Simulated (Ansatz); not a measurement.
An Ansatz (a program for electronic structure) run: ZnSiP2 with a change (biaxial strain −0.63 %, plane normal [001], relaxed out of plane); PBEsol (Ansatz), spin-orbit coupling left out.

Input:

Ansatz 0.2 input:
```yaml
crystal:
  lattice:
    - [5.3195395189, 0, 0]
    - [0, 5.3195395189, 0]
    - [2.6597697595, -2.6597697595, 5.2388420138]
  atoms:
    - { symbol: Zn, position: [0.25, 0.25, 0.5] }
    - { symbol: Zn, position: [0, 0, 0] }
    - { symbol: Si, position: [0.75, 0.75, 0.5] }
    - { symbol: Si, position: [0.5, 0.5, 0] }
    - { symbol: P, position: [0.3895344905, 0.625, 0.75] }
    - { symbol: P, position: [0.8604655095, 0.125, 0.75] }
    - { symbol: P, position: [0.125, 0.3895344905, 0.25] }
    - { symbol: P, position: [0.625, 0.8604655095, 0.25] }
basis: { ecutwfc: 420, ecutrho_ratio: 4, xc_grid: 2, fft_grid_basis: typed }
kpoints: { mp_grid: { grid: [9, 9, 9] } }
hamiltonian:
  xc: pbesol
  dispersion: none
  pseudopotentials: { kind: paw }
scf: { occupations: { method: fermi_dirac, width: 0.05 } }
relax: { f_tol: 0.005, max_steps: 50, cell: { stress_tol: 0.01, fix: [a, b, gamma] } }
output: { forces: true, stress: true }
checkpoint: { write: state.ck, write_every: 1000 }
```

Output (explanatory and most iteration lines left out):

```
Relaxation: its limit of steps is 50 (relax.max_steps)
Pseudopotential: Zn, paw, valence charge 12
Pseudopotential: Si, paw, valence charge 4
Pseudopotential: P, paw, valence charge 5
Crystal: 8 atoms, lattice volume = 148.246 Å³
Basis set: ecut = 420 eV, 2897 PW (Γ), exchange–correlation on 72×72×90 points (8 copies of the dense FFT grid, shifted against one another)
Bands: 34, of which v1, the nominal top of the filled ones, is band 26 counted from 1 (25 counted from 0)
Symmetry: 8 space group operations
Space group: I-42d (ITA 122), of the structure as read, at distance tolerance 5.3e-5 Å
k-points: 75 of 729 (time reversal used)
Functional: x = pbesol(κ = 0.804, μ = 0.12345679012345678), c = pbesol(β = 0.046)
SCF iter   1: F=—  HF=-10767.517796 eV  |F-HF|=—  |Δ(HF+E_count)|=         —  Δρ=4.15e-3  dr2=2.62e-2  ethr=1.77e-3  ⟨swp⟩=9.6  Hψ=14858  notcnv=0  defer=4
SCF iter   2: F=—  HF=-10767.509425 eV  |F-HF|=—  |Δ(HF+E_count)|=   8.37e-3  Δρ=1.66e-3  dr2=6.36e-3  ethr=5.04e-5  ⟨swp⟩=2.0  Hψ=5042  notcnv=0  defer=137
SCF 1 converged in 7 iterations: F = -10767.507695 eV  dr2 = 1.53e-8
relax step   1: F+E_penalty+E_count = -10767.50769463 eV  Δ(F+E_penalty+E_count) = +0.000e0 eV  max|allowed force component| = 3.281e-2 eV/Å  Δτ_max = 0.0000 Å  P = +0.913 GPa  Ω = 148.246 Å³  fix = [a, b, gamma]  reactions: a +1.151, b +1.151 GPa  (7 SCF iters, dr2 threshold 1.00e-7 eV, accepted)
[... steps on the carried basis left out ...]
relax step   3: F+E_penalty+E_count = -10767.50829312 eV  Δ(F+E_penalty+E_count) = -3.008e-5 eV  max|allowed force component| = 2.585e-3 eV/Å  Δτ_max = 0.0010 Å  P = +0.607 GPa  Ω = 148.680 Å³  energy of the carried Pulay correction = -1.417e-4 eV  fix = [a, b, gamma]  reactions: a +0.913, b +0.913 GPa  (5 SCF iters, dr2 threshold 2.36e-8 eV, accepted)
Crystal: 8 atoms, lattice volume = 148.680 Å³
SCF iter   1: F=—  HF=-10767.508439 eV  |F-HF|=—  |Δ(HF+E_count)|=         —  Δρ=2.60e-5  dr2=2.77e-8  ethr=7.49e-8  ⟨swp⟩=4.0  Hψ=23130  notcnv=0
SCF iter   2: F=—  HF=-10767.508439 eV  |F-HF|=—  |Δ(HF+E_count)|=   2.37e-7  Δρ=1.36e-5  dr2=1.68e-8  ethr=5.33e-11  ⟨swp⟩=3.0  Hψ=5177  notcnv=0
SCF 4 converged in 6 iterations: F = -10767.508440 eV  dr2 = 1.77e-12
SCF converged after 6 iterations
Free energy (F): -10767.508440 eV
Internal energy: -10767.508440 eV  (E = F + TS)
E sigma→0 (E₀):  -10767.508440 eV
Entropy (-TS):   -0.000000 eV (-0.000 meV/atom)
Fermi energy:    7.584740 eV
--- Forces (eV/Å), atoms counted from 1 ---
  atom   1  Zn     0.00000000    -0.00000000     0.00000000
  atom   2  Zn     0.00000000    -0.00000000     0.00000000
  atom   3  Si     0.00000000    -0.00000000     0.00000000
  atom   4  Si     0.00000000     0.00000000     0.00000000
  atom   5  P     -0.00260077     0.00000000     0.00000000
  atom   6  P      0.00260077    -0.00000000    -0.00000000
  atom   7  P     -0.00000000    -0.00260077    -0.00000000
  atom   8  P     -0.00000000     0.00260077     0.00000000
--- Stress (GPa, compression-positive) ---
        0.913955       0.000000      -0.000000
        0.000000       0.913955       0.000000
       -0.000000       0.000000      -0.003376
  P = ⅓ Tr σ = 0.6082 GPa (6.082 kbar)
--- Relaxed structure (3 steps of the walk, 3 accepted, 1 SCFs on fresh bases) ---
  cell:  # Å, volume = 148.6802 Å³
    - [5.3195395189, 6.057821688869183e-23, -2.538513731481645e-11]
    - [6.05782207994608e-23, 5.3195395189, 2.538513813433101e-11]
    - [2.6597697594750733, -2.6597697594750733, 5.254181481759286]
  atoms:
    - { symbol: Zn, position: [0.2499999999999999, 0.25, 0.5] }
    - { symbol: Zn, position: [9.589476515565641e-33, -9.306626324546915e-33, -1.87580719467191e-32] }
    - { symbol: Si, position: [0.7499999999999998, 0.75, 0.5] }
    - { symbol: Si, position: [0.5, 0.5, 2.6815432802370478e-28] }
    - { symbol: P, position: [0.38912049614711197, 0.625, 0.7499999999999999] }
    - { symbol: P, position: [0.860879503852888, 0.12499999999999997, 0.75] }
    - { symbol: P, position: [0.12499999999999997, 0.38912049614711186, 0.24999999999999994] }
    - { symbol: P, position: [0.625, 0.860879503852888, 0.25] }
```

Whether these cells are dynamically stable was not tested. The cell was made from ZnSiP2 in the chalcopyrite structure (space group I-42d, No. 122) by this change: biaxial strain −0.63 %, plane normal [001], relaxed out of plane.
